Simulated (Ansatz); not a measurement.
Take CaF₂ in the fluorite structure (space group Fm-3m, No. 225; a = 5.421 Å) as the base.

One thing is altered: cell and atoms relaxed at a pressure of 7.5 GPa.

Levels (all Ansatz, a program for electronic structure, PAW): PBEsol (420 eV, without spin-orbit coupling); PBEsol+SOC (420 eV, with spin-orbit coupling).

The geometry is relaxed with PBEsol.

```
Item                                  Value
--------------------------  ---------------
PBEsol smallest direct gap          7.96 eV
PBEsol electron mass         0.55 mₑ (at Γ)
PBEsol band gap                     7.69 eV
PBEsol gap character        indirect, X → Γ
```

With PBEsol+SOC at the same geometry, the smallest direct gap shrinks by 0.02 eV (7.96 eV → 7.94 eV); the electron mass stays 0.55 mₑ (at Γ); the band gap remains 7.69 eV; the gap character is still indirect, X → Γ.

Single points use the geometry relaxed with PBEsol. Differences between runs with and without spin-orbit coupling are approximate. Load acts through the strain it causes; cell and atoms are relaxed under it. Masses are band curvatures over ±0.01 Å⁻¹ around the edge. Stability against distortions was not tested. Competing high-pressure phases were not computed.
